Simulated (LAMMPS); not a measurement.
An MD run on a symmetric tilt boundary about [001] in Si (diamond structure), boundary plane (410).

Level of theory: classical MD, pair style tersoff/mod, file Si.tersoff.mod (LAMMPS).

Σ17, energy 0.84 J/m² at 0 K; heated in steps, 60 ps sampled at each, free outer surfaces; steps at which the grains lost their order are left out.

```tsv
T (K)	disordered width (Å)	disordered share in the grains
844	3.7	0.00
1181	4.2	0.00
1350	4.3	0.01
1518	…	0.02
1636	…	0.02
```

**Question.** Some entries are withheld; supply them.

**Answer.** 
- 1636, disordered width (Å): 5.3
- 1518, disordered width (Å): 4.9
